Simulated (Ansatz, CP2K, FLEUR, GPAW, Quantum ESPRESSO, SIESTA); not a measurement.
NiPtF6 (R-3, 8 atoms in the cell) computed with different codes at matched settings

Self-consistent single point, at a second geometry (lattice scaled by 0.98). First geometry:

```yaml
crystal:
  lattice:
    - [2.45105, 1.41511, 4.54170]
    - [-2.45105, 1.41511, 4.54170]
    - [0.00000, -2.83022, 4.54170]
  atoms:
    - { symbol: Ni, position: [0.00000, 0.00000, 0.00000], spin: 2.0 }
    - { symbol: Pt, position: [0.50000, 0.50000, 0.50000] }
    - { symbol: F, position: [0.90388, 0.25259, 0.59311] }
    - { symbol: F, position: [0.09612, 0.74741, 0.40689] }
    - { symbol: F, position: [0.59311, 0.90388, 0.25259] }
    - { symbol: F, position: [0.40689, 0.09612, 0.74741] }
    - { symbol: F, position: [0.25259, 0.59311, 0.90388] }
    - { symbol: F, position: [0.74741, 0.40689, 0.09612] }
```
(The spins are starting values, not results.)

Shared settings, as Ansatz (a first-principles code) writes them: kpoints.mp_grid.grid = 4 4 4; scf.occupations.method = fermi_dirac; scf.occupations.width = 0.02 eV. Potentials and cutoffs stand in the table.

| code | model | ΔF from the first geometry (meV/atom) | pressure (GPa) | largest force (eV/Å) | gap on the mesh (eV) | size of the net moment (μB/atom) | cutoff |
|---|---|---|---|---|---|---|---|
| SIESTA | GGA PBEsol, numerical atomic orbitals DZP, PseudoDojo PBEsol standard norm-conserving potentials (rewritten from UPF to PSML) | 1.9 | 6.02 | 1.207 | 0.965 | 0.25 | grid 350 Ry |
| FLEUR | PBEsol, all-electron FLAPW (FLEUR), scalar-relativistic valence | 12.7 | – | 0.467 | 1.064 | 0.25 | Kmax 4.7 1/bohr |
| Quantum ESPRESSO | PBEsol, SSSP 1.1.2 efficiency (PBE) pseudopotentials | 19.8 | 9.82 | 0.698 | 0.940 | 0.25 | 50 Ry |
| CP2K | PBEsol, GPW, DZVP-MOLOPT-SR-GTH basis, GTH-PBE potentials (GTH_POTENTIALS) | 22.8 | 10.72 | 0.803 | 1.158 | 0.25 | grid 600 Ry |
| Ansatz | PBEsol, PAW files made with PBE | 17.1 | 8.62 | 0.589 | 1.075 | 0.25 | default |
| GPAW | PBEsol, GPAW PAW datasets PBEsol (made by gpaw-setup) | 18.5 | – | 0.429 | 1.066 | 0.25 | 900 eV |

For Ansatz (by 0.5 GPa) the energy change implies a higher mean pressure, against the two pressures, than for the other programs: a sign of finite-basis (Pulay) stress.

A dash marks a value that a program does not give, or that is left out as unsure.

Gaps are read on the mesh.

On Ansatz's run: spin-orbit coupling is off. With one magnetic atom in the cell only a parallel order is possible.

The spread over the programs that give each value: ΔF from the first geometry within 20.9 meV/atom; pressure within 4.70 GPa; largest force within 0.778 eV/Å; gap on the mesh within 0.218 eV; size of the net moment within 0.00 μB/atom.

SIESTA and CP2K use small atom-centred bases, whose incompleteness enters pressures, forces and empty levels differently from a plane-wave cutoff. FLEUR treats all electrons, but the usual bases taken here (sphere radii, linearisation, local orbitals, empty states) were not tested for convergence, so the values are no reference for the others. Ansatz's pressure is given at a fixed set of plane waves, as the other plane-wave codes print theirs; with its correction for the finite basis it is 9.18 GPa (the shift of 0.56 GPa shows how far the cutoff is from converged). The pressure of GPAW is left out: its cutoff lies under the one at which its stress was checked. In the pressure, SIESTA (by 3.20) and CP2K (by 1.50) lie more than 1 GPa from the median of the plane-wave programs. In the gap, Quantum ESPRESSO (by 0.126) lies more than 0.12 eV from the median of the plane-wave programs.

The starting cell comes from a database of computed structures (which also holds hypothetical and non-ambient phases and stackings), without a prior relaxation at this level. For this run, on top of that: lattice scaled by 0.98.

Keys are those of Ansatz 0.2.
